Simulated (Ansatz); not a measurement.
**Hypothetical diamond B, response to strain**

The reference is B in the diamond structure (space group Fd-3m, No. 227; a hypothetical phase, not in the database extracts checked; relaxed with 0.1 eV smearing).

```
CELL_PARAMETERS angstrom
      0.00000     2.01632     2.01632
      2.01632     0.00000     2.01632
      2.01632     2.01632     0.00000
ATOMIC_POSITIONS crystal
  B  0.25000 0.25000 0.25000
  B  0.00000 0.00000 0.00000
```

Cartesian axes are those of the cell as printed.

Strains are applied to the cell and any free atomic positions relax; under biaxial strain the out-of-plane vector relaxes too.

Computed with DFT with PBEsol, PAW potentials and a 420 eV plane-wave cutoff in Ansatz (a quantum-chemistry and plane-wave program), no spin-orbit coupling.

Notes on the quantities. energy relative to the base: free energy F; pressure: mean of the normal stresses, compression positive.

| variant | volume per atom | energy relative to the base | pressure |
|---|---|---|---|
| base | 8.20 Å³ | 0 meV/atom | 0.0 GPa |
| biaxial strain −0.37 %, plane normal [110], relaxed out of plane | 8.26 Å³ | -0.4 meV/atom | -1.4 GPa |
| isotropic strain −5.95 % | 6.82 Å³ | +174 meV/atom | 46.3 GPa |
| isotropic strain −2.17 % | 7.68 Å³ | +21 meV/atom | 13.5 GPa |
| isotropic strain +0.15 % | 8.23 Å³ | +0.1 meV/atom | -0.8 GPa |
| isotropic strain +0.78 % | 8.39 Å³ | +2.5 meV/atom | -4.1 GPa |
| uniaxial strain ε_xx = +3.65 % | 8.50 Å³ | +3.7 meV/atom | -6.3 GPa |
| uniaxial strain ε_zz = +4.38 % | 8.56 Å³ | +5.3 meV/atom | -7.5 GPa |
| tensor shear ε_xz = −0.61 % | 8.20 Å³ | -0.3 meV/atom | 0.0 GPa |
| tensor shear ε_xz = −3.45 % | 8.19 Å³ | -8.7 meV/atom | -0.4 GPa |

Whether these cells are dynamically stable was not tested. Under biaxial strain −0.37 %, plane normal [110], relaxed out of plane, tensor shear ε_xz = −0.61 % and tensor shear ε_xz = −3.45 % the cell ends below the base's energy or with stress of the wrong sign: the atoms slid into a distortion or the cell is elastically unstable, so the base is not a stable minimum at this level.
